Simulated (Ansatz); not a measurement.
# beta Ga2O3: the defect H_O

The numbers are results of PBE, PAW (plane waves to 420 eV; Ansatz, an electronic-structure program), not measurements. A 1×3×2 supercell of 120 sites was used; the energies come from a 2×2×2 shifted sampling of its zone. Site at the start: the O(2,3-fold) site. Energies of charged states are corrected for periodic images (point charge plus alignment at distant sites). Dielectric constants: PBE linear response of the host. Host gap at this level: 2.01 eV. These values are not converged in cell size to better than tenths of an eV. The semilocal functional narrows the gap, so deep levels can fall outside it. Spin–orbit coupling is left out. Each state is the lowest found from its start.

Formation energies E_f are given with the Fermi level at the valence-band maximum. Chemical conditions: O-rich (Δμ(O) = 0.00 eV, Δμ(H) = -1.25 eV, bounded by H2O molecule; only phases computed here count, gases as isolated molecules at 0 K). Reference phases: H: H2 molecule in a box, O: O2 molecule in a box.

Charges from +1 to −1 were run; one beyond them could lie lower near a band edge.

| charge | moment (μB) | point group | largest move off a lattice site (Å) | image correction with alignment (eV) | E_f, O-rich (eV) |
|---|---|---|---|---|---|
| +1 | not spin-polarised | Cs | 0.25 | 0.10 | 2.97 |
| 0* | quenched | Cs | 0.27 | – | – |
| −1* | not spin-polarised | Cs | 0.28 | – | – |

* At this level the carrier isn't localised at the defect: at charge 0 electrons occupy the conduction band; at charge −1 electrons occupy the conduction band. Such a state is shallow or no state of the defect, and this cell gives it no level.

Point groups are those of the whole cell at tolerances of 0.03 and 0.1 Å ("near" where only the looser one holds); none is given for unsettled states.

Starting moments that weren't kept: charge 0 began with 1 μB and ended with 0.0.

No other site or start that was run ended lower by more than 0.1 eV.

Flagged in the runs: a doubtful potential alignment, a host whose relaxation on this sampling wasn't shown to rest, a strain field that reaches the edge of the cell.
